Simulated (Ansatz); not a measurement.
An Ansatz (a quantum-chemistry and plane-wave program) run: Te with a change (x(Se) = 0.833, 6 atoms, P1); r2SCAN/PAW in Ansatz, without spin-orbit coupling, earlier PAW set.

Input:

Ansatz 0.2 input:
```yaml
crystal:
  lattice:
    - [4.5385288719, 0, 0]
    - [0.0208160817, 5.1298034722, 0]
    - [0.0779917837, 0.0352829745, 7.7978111199]
  atoms:
    - { symbol: Se, position: [0.2043866526, 0.6607700769, 0.0031600073] }
    - { symbol: Se, position: [0.7378699056, 0.6807807645, 0.4932637095] }
    - { symbol: Se, position: [0.8846032717, 0.3283585996, 0.1086929591] }
    - { symbol: Te, position: [0.3861040363, 0.3377782384, 0.6191146973] }
    - { symbol: Se, position: [0.4040349775, 0.9973896543, 0.3808831282] }
    - { symbol: Se, position: [0.8830011562, 0.9949226665, 0.8948854983] }
basis: { ecutwfc: 500, ecutrho_ratio: 4, xc_grid: 4, fft_grid_basis: typed }
kpoints: { mp_grid: { grid: [7, 7, 5] } }
hamiltonian:
  xc: r2scan
  dispersion: none
  pseudopotentials: { azcp: { folder: ./paw }, kind: paw }
scf: { occupations: { method: fermi_dirac, width: 0.05 }, convergence: { dr2_threshold: 0.0000000006 } }
output: { forces: true, stress: true }
checkpoint: { write: state.ck, write_every: 1000 }
```

Output:

```
WARN ansatz: RAYON_NUM_THREADS=1 ignored (pool sized by the plan → 1); use --threads N
Pseudopotentials: kind: paw
Pseudopotential: Se, paw, valence charge 16
Pseudopotential: Te, paw, valence charge 16
Functional definition: r2SCAN
Crystal: 6 atoms, lattice volume = 181.547 Å³
Basis set: ecut = 500 eV, 4613 PW (Γ), exchange–correlation on 144×160×240 points (64 copies of the dense FFT grid, shifted against one another)
Bands: 54, of which v1, the nominal top of the filled ones, is band 48 counted from 1 (47 counted from 0)
Symmetry: 1 space group operations
Space group: P1 (ITA 1), of the structure as read, at distance tolerance 5.7e-5 Å
k-points: 123 of 245 (time reversal used)
PAW frozen core: Se, regenerated for the run's functional
PAW frozen core: Te, regenerated for the run's functional
Initial density: superposition of atomic densities (chi_scale 0.1, normalization cell, long waves kept (reshape's long-wave potential 0.24 eV rms))
Initial wavefunctions: pseudopotential atomic-orbital guess
Eigensolver: davidson
Functional: x = r2scan, c = r2scan; τ floored in thin density (d = 2e-4 eV/Å³)
SCF iter   1: F=—  HF=-34386.379427 eV  |F-HF|=—  |Δ(HF+E_count)|=         —  Δρ=3.23e-2  dr2=4.07e0  dr2_τ=2.14e-2  ethr=3.10e-3  ⟨swp⟩=7.9  Hψ=27672  notcnv=0
all-band conjugate gradients solve this SCF's bands
preconditioner: auto → Resta (q_TF=auto, 2.453 Å⁻¹)
SCF iter   2: F=—  HF=-34385.669830 eV  |F-HF|=—  |Δ(HF+E_count)|=   7.10e-1  Δρ=1.74e-2  dr2=6.97e-1  dr2_τ=5.00e-3  ethr=3.10e-3  ⟨swp⟩=3.0  Hψ=9354  notcnv=0  defer=29
SCF iter   3: F=—  HF=-34385.583827 eV  |F-HF|=—  |Δ(HF+E_count)|=   8.60e-2  Δρ=5.16e-3  dr2=4.94e-2  dr2_τ=1.29e-3  ethr=7.26e-4  ⟨swp⟩=3.4  Hψ=9617  notcnv=0  defer=26
SCF iter   4: F=—  HF=-34385.590130 eV  |F-HF|=—  |Δ(HF+E_count)|=   6.30e-3  Δρ=1.63e-3  dr2=6.82e-3  dr2_τ=2.18e-4  ethr=5.14e-5  ⟨swp⟩=2.2  Hψ=13899  notcnv=0  defer=48
SCF iter   5: F=—  HF=-34385.589871 eV  |F-HF|=—  |Δ(HF+E_count)|=   2.60e-4  Δρ=6.50e-4  dr2=9.37e-4  dr2_τ=1.54e-5  ethr=7.10e-6  ⟨swp⟩=2.0  Hψ=13318  notcnv=0  defer=57
SCF iter   6: F=—  HF=-34385.590310 eV  |F-HF|=—  |Δ(HF+E_count)|=   4.39e-4  Δρ=1.64e-4  dr2=6.45e-5  dr2_τ=1.09e-6  ethr=9.76e-7  ⟨swp⟩=2.0  Hψ=8818  notcnv=0  defer=57
SCF iter   7: F=—  HF=-34385.590351 eV  |F-HF|=—  |Δ(HF+E_count)|=   4.12e-5  Δρ=5.89e-5  dr2=1.02e-5  dr2_τ=3.19e-7  ethr=6.72e-8  ⟨swp⟩=2.0  Hψ=12488  notcnv=0  defer=57
SCF iter   8: F=—  HF=-34385.590349 eV  |F-HF|=—  |Δ(HF+E_count)|=   1.54e-6  Δρ=2.47e-5  dr2=1.19e-6  dr2_τ=2.98e-8  ethr=1.06e-8  ⟨swp⟩=2.0  Hψ=12488  notcnv=0  defer=57
SCF iter   9: F=—  HF=-34385.590338 eV  |F-HF|=—  |Δ(HF+E_count)|=   1.16e-5  Δρ=6.94e-6  dr2=1.18e-7  dr2_τ=4.38e-9  ethr=1.24e-9  ⟨swp⟩=2.0  Hψ=12499  notcnv=0  defer=57
SCF iter  10: F=—  HF=-34385.590338 eV  |F-HF|=—  |Δ(HF+E_count)|=   4.05e-8  Δρ=2.56e-6  dr2=2.06e-8  dr2_τ=6.58e-10  ethr=1.23e-10  ⟨swp⟩=2.0  Hψ=12488  notcnv=0  defer=57
SCF iter  11: F=—  HF=-34385.590338 eV  |F-HF|=—  |Δ(HF+E_count)|=   3.46e-9  Δρ=8.59e-7  dr2=1.83e-9  dr2_τ=4.22e-11  ethr=2.15e-11  ⟨swp⟩=2.0  Hψ=12488  notcnv=0  defer=57
SCF iter  12: F=-34385.590338 eV  HF=-34385.590338 eV  |F-HF|=5.82e-11  |Δ(HF+E_count)|=  9.17e-10  Δρ=3.22e-7  dr2=2.86e-10  dr2_τ=4.41e-12  ethr=1.00e-12  ⟨swp⟩=5.0  Hψ=25743  notcnv=0
SCF 1 converged in 12 iterations: F = -34385.590338 eV  dr2 = 2.86e-10
SCF converged after 12 iterations
Free energy (F): -34385.590338 eV
Harris-Foulkes:  -34385.590338 eV  (|F-HF|=5.82e-11)
Internal energy: -34385.590337 eV  (E = F + TS)
E sigma→0 (E₀):  -34385.590338 eV
Entropy (-TS):   -0.000001 eV (-0.000 meV/atom)
Fermi energy:    6.430356 eV
--- Per-component energies (eV) ---
  E_band       = -2489.989725
  E_kinetic    = 718.718170
  E_local      = -16225.215297  (includes V_loc(G=0)·N_el)
  E_nonlocal   = -1702.634456
  E_hartree    = 8343.438245
  E_xc         = -513.655363
  E_vxc        = -589.975185  (∫ρ·V_xc dr)
  E_paw        = -15404.299276  (= ΣΔE_a)
  E_vpaw       = -1409.219602  (= ΣTr[D̂ρ^β])
  E_aug_tail   = -0.000016  (compensation charges beyond the density's cutoff)
  E_vtau       = 31.459877  (kinetic-family band-sum trace: ∫τ·v_τ [+ j·A + Jᵃ·Aᵃ] dr)
  E_ewald      = -9593.403417
  E_core_change = -8.538926  (= ΣΔE_core)
  E_smearing   = -0.000001  (= −TS)
  E_closure    = -0.000000  (closes the sum)
  Σ components = -34385.590338   (vs F -34385.590338, Δ=0.00e0)
  [band-id]    e_kinetic+e_local+e_nonlocal+2·e_hartree+e_vxc+e_vpaw+e_augmentation_tail+e_vtau = -2489.990018   (vs E_band -2489.989725, Δ=-2.93e-4)
--- Forces (eV/Å), atoms counted from 1 ---
  atom   1  Se    -0.00171246    -0.00039844    -0.00034595
  atom   2  Se     0.00065672     0.00046975    -0.00136321
  atom   3  Se     0.00002142    -0.00163867     0.00038155
  atom   4  Te    -0.00068741    -0.00037271     0.00295938
  atom   5  Se     0.00184668     0.00383152    -0.00169626
  atom   6  Se    -0.00012352    -0.00189167     0.00006339
  max |Σ_I F_I| component: 1.43e-6 eV/Å
--- Stress (GPa, compression-positive) ---
        0.002549       0.000647      -0.002109
        0.000647       0.002706      -0.000205
       -0.002109      -0.000206       0.011387
  P = ⅓ Tr σ = 0.0055 GPa (0.055 kbar)
  The stress holds the Pulay correction. Without it, at fixed plane waves, as pw.x and ABINIT print it: P = -0.0038 GPa
  The stress includes an estimate of the error left by incomplete SCF convergence (largest component 0.0000 GPa).
--- Band table ---
  band table: none
```

Each cell is one ordered arrangement of few atoms, which overstates ordering effects compared with a random alloy. Spin-orbit coupling, missing from the scalar runs, can matter with Te. Whether these cells are dynamically stable was not tested. The cell was made from Te by this change: x(Se) = 0.833, 6 atoms, P1. No dispersion term is included, though the crystal is made of layers, chains or molecules, so its spacings can come out too wide.
